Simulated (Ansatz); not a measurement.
Worked example: zone-centre phonon calculation of RbAsF6 (R-3, 8 atoms in the cell) in Ansatz (an electronic-structure program).

Method: LDA (PW92), default PAW files made with PBE (plane waves; Ansatz).

```xyz
8
Lattice="3.7063 2.1398 2.4685 -3.7063 2.1398 2.4685 0.0000 -4.2797 2.4685" Properties=species:S:1:pos:R:3 pbc="T T T"
Rb     0.0000     0.0000     3.7027
As     0.0000     0.0000     0.0000
F     -2.3520    -1.7328     3.9225
F      2.3520     1.7328     3.4829
F      2.6767    -1.1705     3.9225
F     -2.6767     1.1705     3.4829
F     -0.3247     2.9033     3.9225
F      0.3247    -2.9033     3.4829
```

Reference input (self-consistent single point, DFT, LDA (PW92), plane waves, default PAW files made with PBE): basis.ecutwfc = 30.9 Ry; kpoints.mp_grid.grid = 5 5 5; hamiltonian.xc = lda; hamiltonian.pseudopotentials = {kind: paw} (the program's default PAW files); scf.occupations.method = fermi_dirac; scf.occupations.width = 0.0037 Ry. This run's input differs from it in these lines:

Ansatz 0.2 input:
```diff
@@ -15,3 +15,3 @@
 basis:
-  ecutwfc: 30.9 Ry
+  ecutwfc: 21.7 Ry
 kpoints:
@@ -25,8 +25,7 @@
   occupations:
-    method: fermi_dirac
-    width: 0.0037 Ry
-output:
-  forces: true
-  eigenvalues: true
-  stress: true
+    method: fixed
+phonons:
+  method: dfpt
+  dielectric: true
+  rigid_motions: translations
```

Log, with long lists cut:

```
SCF iter   1: F=—  HF=-12704.979637 eV  |F-HF|=—  |Δ(HF+E_count)|=         —  Δρ=4.39e-2  dr2=8.36e-1  ethr=1.77e-3  ⟨swp⟩=4.9  Hψ=9630  notcnv=0  defer=343
all-band conjugate gradients solve this SCF's bands
preconditioner: auto → Resta (q_TF=auto, 2.478 Å⁻¹)
SCF iter   2: F=—  HF=-12704.667526 eV  |F-HF|=—  |Δ(HF+E_count)|=   3.12e-1  Δρ=8.78e-3  dr2=2.44e-2  ethr=1.27e-3  ⟨swp⟩=2.0  Hψ=4793  notcnv=0  defer=361
   [... lines left out ...]
SCF iter   5: F=—  HF=-12704.665916 eV  |F-HF|=—  |Δ(HF+E_count)|=   2.14e-6  Δρ=9.43e-5  dr2=7.00e-6  ethr=3.43e-7  ⟨swp⟩=2.0  Hψ=3877  notcnv=0  defer=193
SCF iter   6: F=—  HF=-12704.665919 eV  |F-HF|=—  |Δ(HF+E_count)|=   3.08e-6  Δρ=1.43e-5  dr2=2.38e-7  ethr=1.06e-8  ⟨swp⟩=2.0  Hψ=3934  notcnv=0  defer=157
SCF iter   7: F=—  HF=-12704.665919 eV  |F-HF|=—  |Δ(HF+E_count)|=   9.42e-7  Δρ=2.15e-6  dr2=4.90e-9  ethr=3.61e-10  ⟨swp⟩=2.5  Hψ=4005  notcnv=0  defer=153
SCF iter   8: F=-12704.665919 eV  HF=-12704.665919 eV  |F-HF|=5.28e-11  |Δ(HF+E_count)|=   3.88e-9  Δρ=2.84e-7  dr2=7.01e-11  ethr=1.00e-12  ⟨swp⟩=12.5  Hψ=17822  notcnv=0
SCF 1 converged in 8 iterations: F = -12704.665919 eV  dr2 = 7.01e-11
DFPT response loops at Γ: preconditioner auto → none (the input reference at scf.mixing.eps_inf says where Resta's filter doesn't serve); β = 0.50 …
Free energy (F): -12704.665919 eV
Internal energy: -12704.665919 eV  (E = F + TS)
E sigma→0 (E₀):  -12704.665919 eV
Fermi energy:    0.521369 eV
--- Phonons (Γ-DFPT): 7 representative perturbations + reference, on 63 of 125 k-points (Σ response iterations 27) ---
  k mesh reduced under 1 symmetry operation, with k and −k counted as one. Each operation leaves every solved perturbation unchanged …
  ASR residual: 2.411e-4 → 0.000e0 eV/Å²; symmetrization residual: 3.713e-5 eV/Å²
   [... lines left out ...]
  k-mesh period / interband length: 24.7 Å / 0.94 Å = 26.25 at k = (0.0000, 0.0000, 0.0000), direct gap 5.520 eV — 14 or more, which is no proof of convergence
   [... lines left out ...]
         23.44      2             0.0000
         24.47      1             0.0000
         64.13      1             0.7343
   [... 15 lines left out ...]
  optical modes at Γ + LO–TO along q̂ = [0.0000, 0.0000, 1.0000]:
      ω (cm⁻¹)  modes    IR ((D/Å)²/amu)
         23.44      2             0.0000
         24.47      1             0.0000
         64.13      2             1.4686
   [... 11 lines left out ...]
```

The run converged in 8 iterations. 

Summary of the result:
* **Free energy E − TS (on the zero of these files)**: -12704.6659 eV
* **Top of the valence band (on the code's own zero)**: 0.52 eV
* **Gap on the k-point mesh**: 5.52 eV
* **Zone-centre frequencies (cm⁻¹; negative means imaginary)**: 0, 0, 0, 23, 23, 24, 64, 64, 83, 227, 236, 236, 358, 359, 359, 360, 360, 373, 579, 579, 697, 697, 700, 704
* **ε∞ at this k-point mesh, which may be far from converged in small-gap cells (xx, yy, zz)**: 2.07, 2.07, 2.10
* **Born charges at this mesh (mean of the diagonal, e)**: Rb 1.29, As 3.85, F -0.86, F -0.86, F -0.86, F -0.86, F -0.86, F -0.86

The starting cell comes from a database of computed structures (which also holds hypothetical and non-ambient phases and stackings), without a prior relaxation at this level. Its lattice was rescaled by up to half a per cent. The cutoff lies below the one recommended for these files. The frequencies listed for the zone centre hold no LO-TO term.

Cost on one core of a shared machine: roughly 3 min.
